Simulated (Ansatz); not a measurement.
**Variants of one calculation on Ru2C (P6_3/mmc, 6 atoms in the cell)**

```
CELL_PARAMETERS angstrom
      3.86680     0.00000     0.00000
     -1.93340     3.34875     0.00000
      0.00000     0.00000     4.73789
ATOMIC_POSITIONS crystal
  C  0.33333 0.66667 0.25000
  C  0.66667 0.33333 0.75000
  Ru 0.00000 0.00000 0.00000
  Ru 0.00000 0.00000 0.50000
  Ru 0.33333 0.66667 0.75000
  Ru 0.66667 0.33333 0.25000
```

Base run A: PBE (Ansatz, a program for electronic structure), self-consistent single point.

Its settings: basis.ecutwfc = 30.9 Ry; kpoints.mp_grid.grid = 5 5 4; hamiltonian.xc = pbe; hamiltonian.pseudopotentials = {kind: paw} (the program's default PAW files); scf.occupations.method = fermi_dirac; scf.occupations.width = 0.0073 Ry.

The starting cell was generated: these elements placed on a structure prototype, without a prior relaxation; it need not be a known phase or ordering of this composition. Spin polarisation is off. In the base run, with a pressure of about 40 GPa the cell is away from its equilibrium volume at this level. Ansatz's pressure includes its estimate of the finite-basis (Pulay) stress. Without a gap this mesh is coarse (it stands for a supercell whose shortest vector is 19 Å).

ΔF is the free energy per atom less that of run A. 

```tsv
run	change	ΔF (meV/atom)	pressure (GPa)	k-points
A	base	0.00	39.58	15
B	kpoints.mp_grid.grid: 5 5 4 → 6 6 4	-0.51	39.20	21
C	scf.occupations.width: 0.0073 Ry → 0.0007 Ry	23.8	39.01	15
D	kpoints.mp_grid.grid: 5 5 4 → 5 5 3; scf.occupations.width: 0.0073 Ry → 0.022 Ry	-116.9	42.19	10
E	scf.convergence.dr2_threshold: default (1e-07 eV) → 0.0001 eV	0.00	39.58	15
F	scf.occupations.method: fermi_dirac → gaussian; scf.occupations.width: 0.0073 Ry → 0.0147 Ry	7.8	39.47	15
G	basis.precision: default → f64	0.00	39.58	15
H	scf.mixing.algorithm: default (the program chose MSR1) → msr1	0.00	39.58	15
```

Run C against A: The free energy goes up by 23.8 meV/atom and the pressure goes from 39.58 to 39.01 GPa.

Run F against A: The free energy goes up by 7.8 meV/atom and the pressure goes from 39.58 to 39.47 GPa.

Keys are those of Ansatz 0.2.
